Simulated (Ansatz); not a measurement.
**Effect of isotropic strain −2.00 % on HgS**

Base system: HgS in the zinc blende structure (space group F-43m, No. 216; a = 5.992 Å).

The change: the cell is scaled by 0.9800 in all directions; the atoms relax in the strained cell.

Calculations: PBE (Ansatz, an electronic-structure program; PAW; 420 eV plane waves; no spin-orbit coupling). Γ-centred 10×10×10 mesh, Fermi–Dirac width 0.05 eV.

```json
[
 {"quantity": "space group", "base": "F-43m (No. 216)", "changed": "F-43m (No. 216)", "shift": "–"},
 {"quantity": "shortest interatomic distance", "base": "2.594 Å", "changed": "2.543 Å", "shift": "-0.0519 Å"},
 {"quantity": "energy relative to the base (free energy F)", "base": "0 meV/atom", "changed": "+16 meV/atom", "shift": "+16 meV/atom"},
 {"quantity": "pressure", "base": "0.0 GPa", "changed": "3.5 GPa", "shift": "+3.5 GPa"},
 {"quantity": "band gap", "base": "zero", "changed": "zero", "shift": "–"}
]
```

Final structure:

```xyz
2
Lattice="0.0000 2.9359 2.9359 2.9359 0.0000 2.9359 2.9359 2.9359 0.0000" Properties=species:S:1:pos:R:3 pbc="T T T"
Hg     0.0000     0.0000     0.0000
S      1.4679     1.4679     1.4679
```

A case with no gap was solved on a k-mesh chosen for an insulator, which is coarse for it. Spin-orbit coupling, missing from the scalar runs, can matter with Hg. No phonon test of stability was made. All final runs are without spin polarisation. The zero or small gap of HgS can change with the level of theory.
